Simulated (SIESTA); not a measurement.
Band structure of TiPt3 (Pm-3m, 4 atoms in the cell).

```
TiPt3
1.0
    3.92453     0.00000     0.00000
    0.00000     3.92453     0.00000
    0.00000     0.00000     3.92453
Ti Pt
1 3
Direct
  0.00000   0.00000   0.00000
  0.50000   0.50000   0.00000
  0.00000   0.50000   0.50000
  0.50000   0.00000   0.50000
```

Method: GGA PBE, numerical atomic orbitals DZP, PseudoDojo PBE standard norm-conserving potentials (rewritten from UPF to PSML) in SIESTA.

Settings: XC.functional = GGA; XC.authors = PBE; potentials = PseudoDojo PBE standard; PAO.BasisSize = DZP; PAO.EnergyShift = 0.01 Ry; MeshCutoff = 350 Ry; kgrid.MonkhorstPack = 6 6 6; OccupationFunction = MP; OccupationMPOrder = 0; ElectronicTemperature = 100 meV; MaxSCFIterations = 150; SCF.Mixer.Method = Pulay; SCF.Mixer.Weight = 0.1; SCF.Mixer.History = 6.

The starting cell comes from a database of computed structures (which also holds hypothetical and non-ambient phases and stackings), without a prior relaxation at this level. Spin-orbit coupling is off. Spin polarisation is off. Values carry the incompleteness of an atom-centred basis.

Levels in eV from the Fermi level, bands 30 to 35:
```
point     30     31     32     33     34     35
-----  -----  -----  -----  -----  -----  -----
Γ      -0.05  -0.05  -0.05   1.30   1.30   1.72
X      -2.65  -2.46  -1.39  -0.24  -0.24  -0.04
M      -3.07  -2.38  -2.31  -2.25   0.15   0.15
R      -0.60  -0.60  -0.60  -0.53  -0.53  -0.53
```

Bands cross the Fermi level along this path, so the cell is metallic at this level.

Higher empty bands are left out: an atom-centred basis made for the valence describes them poorly.
